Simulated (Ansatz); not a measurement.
The band gap in a series of structures.

Cell A: GaN (wurtzite, P6₃mc), 4 atoms in the cell, k-point mesh 12×12×8 on the run's own vectors.
```cif
data_Ga2N2
_chemical_formula_sum 'Ga2 N2'
_space_group_name_H-M_alt 'P63mc'
_space_group_IT_number 186
_space_group_name_Hall 'P 6c -2c'
_cell_length_a 3.21864
_cell_length_b 3.21864
_cell_length_c 5.24349
_cell_angle_alpha 90.000
_cell_angle_beta 90.000
_cell_angle_gamma 120.000
loop_
_atom_site_label
_atom_site_type_symbol
_atom_site_symmetry_multiplicity
_atom_site_Wyckoff_symbol
_atom_site_fract_x
_atom_site_fract_y
_atom_site_fract_z
_atom_site_occupancy
Ga1 Ga 2 b 0.66667 0.33333 0.49912 1
N1 N 2 b 0.33333 0.66667 0.37588 1
```

Cell B: BAs (zinc blende, F-43m), 2 atoms in the cell, k-point mesh 12×12×12 on the run's own vectors.
Space group F-43m (No. 216); a = 4.8094 Å, b = 4.8094 Å, c = 4.8094 Å, α = 90.00°, β = 90.00°, γ = 90.00°

| atom | site | symmetry | x | y | z |
|---|---|---|---|---|---|
| B | 4d | -43m | 0.7500 | 0.7500 | 0.7500 |
| As | 4a | -43m | 0.0000 | 0.0000 | 0.0000 |
(The calculation used a cell of 2 atoms; values per cell refer to that cell.)

Plane-wave PAW calculations with Ansatz (a first-principles code), its PAW set soft_1, cutoff 420 eV, 500 eV for r2SCAN. The structures are at rest with PBE; other levels are single points on them. HSE06 runs on coarser k-point meshes, which give the PBE gaps of the finer ones within 0.03 eV. Neutral cells; Fermi-Dirac smearing of at most 0.05 eV in the solids, energies taken to zero width. The lattices are those relaxed with PBE, so at other levels the solids can be strained, which adds to the spread. The runs are scalar-relativistic, without spin-orbit coupling. A dispersion term ran beside these levels; it doesn't touch the electrons. Gaps are highest filled to lowest empty Kohn-Sham level on the run's k-point mesh, states of defects and surfaces included; edges off the mesh make the true gap smaller, and under 0.08 eV counts as none.

Task: What does HSE06 give for the band gap of each cell (eV)?

Result: 
| cell | HSE06 |
|---|---|
| A | 2.94 |
| B | 1.87 |

With HSE06 the value of A exceeds that of B by 1.07 eV.

Task: And at the other levels?

Result: 
```
cell              PBE           r2SCAN
----  ---------------  ---------------
A       1.71 (direct)    2.12 (direct)
B     1.21 (indirect)  1.40 (indirect)
```

With PBE the value of A exceeds that of B by 0.5 eV. With r2SCAN the value of A exceeds that of B by 0.72 eV.
